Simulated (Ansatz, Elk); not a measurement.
An Elk input for a self-consistent single point of NiO (Fm-3m, 4 atoms in the cell) (DFT, PBE, all-electron FP-LAPW, Elk's shipped species files, APW+lo basis with extra local orbitals):

```
tasks
  0

xctype
  20

spinpol
  .true.

reducebf
  0.8

rgkmax
  8.0

gmaxvr
  14.0

nxlo
  2

lorbcnd
  .true.

lmaxi
  3

nempty
  10

swidth
  0.000734986

maxscl
  100

scale
  1.889726125

avec
    4.1800000000    2.0900000000    2.0900000000
    2.0900000000    4.1800000000    2.0900000000
    2.0900000000    2.0900000000    4.1800000000

sppath
  './'

atoms
  2
  'Ni.in'
  2
  0.0000000000  0.0000000000  0.0000000000    0.0 0.0 -1.0
  0.5000000000  0.5000000000  0.5000000000    0.0 0.0 1.0
  'O.in'
  2
  0.2500000000  0.2500000000  0.2500000000    0.0 0.0 0.0
  0.7500000000  0.7500000000  0.7500000000    0.0 0.0 0.0

ngridk
  6 6 6
```

Q: Write the same calculation as an input for Ansatz (a program for electronic structure).

A: One input that does it (others would too):

Ansatz 0.2 input:
```yaml
# NiO
crystal:
  lattice:
    - [4.18000000, 2.09000000, 2.09000000]
    - [2.09000000, 4.18000000, 2.09000000]
    - [2.09000000, 2.09000000, 4.18000000]
  atoms:
    - { symbol: Ni, position: [0.00000000, 0.00000000, 0.00000000], spin: 2.0 }
    - { symbol: Ni, position: [0.50000000, 0.50000000, 0.50000000], spin: -2.0 }
    - { symbol: O, position: [0.25000000, 0.25000000, 0.25000000] }
    - { symbol: O, position: [0.75000000, 0.75000000, 0.75000000] }
basis:
  ecutwfc: 420.0 eV
kpoints:
  mp_grid: { grid: [6, 6, 6] }
hamiltonian:
  xc: pbe
  pseudopotentials: { kind: paw }
magnetization:
  spin_polarized: true
scf:
  occupations: { method: fermi_dirac, width: 0.02 eV }
output:
  forces: true
  eigenvalues: true
  stress: true
```

Basis, cutoffs, solver keys and any potentials are the target program's own. This input uses DFT, PBE, plane waves, default PAW files.

The starting cell has typed, rounded lattice constants, without a prior relaxation at this level.
